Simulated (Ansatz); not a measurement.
**KBr (Pm-3m): band-edge transport data**

Input:

```yaml
crystal:
  lattice:
    - [3.93304, 0.00000, 0.00000]
    - [0.00000, 3.93304, 0.00000]
    - [0.00000, 0.00000, 3.93304]
  atoms:
    - { symbol: K, position: [0.00000, 0.00000, 0.00000] }
    - { symbol: Br, position: [0.50000, 0.50000, 0.50000] }
```

All values below come from r2SCAN, rigid bands (plane waves, PAW, scalar-relativistic; Ansatz, an electronic-structure program). Condition of this run: functional r2SCAN on the same cell. How the cell was made: cell and atoms relaxed with PBEsol.

band gap: 4.89 eV
electron conductivity mass (300 K, dilute): 0.35 mₑ
effective density of states N_c (300 K): 5.1e18 cm⁻³
density-of-states mass, electrons: 0.34 mₑ
Seebeck coefficient, n-type 1e19 cm⁻³, 300 K: -170 μV/K
best n-type power factor at 300 K for τ = 10 fs (best axis; densities from 1e16 to 1e21 cm⁻³ tried, whether or not they can be reached): 2.3 μW/(cm·K²) at 3e19 cm⁻³

Rigid bands; masses and Seebeck coefficients take one relaxation time τ for all states and one kind of carrier; polarons and phonon drag are left out. Spin-orbit coupling is left out. Geometry: cell and atoms relaxed with PBEsol.

Computed structure, not matched to a measured one here, so possibly hypothetical: KBr (Pm-3m).
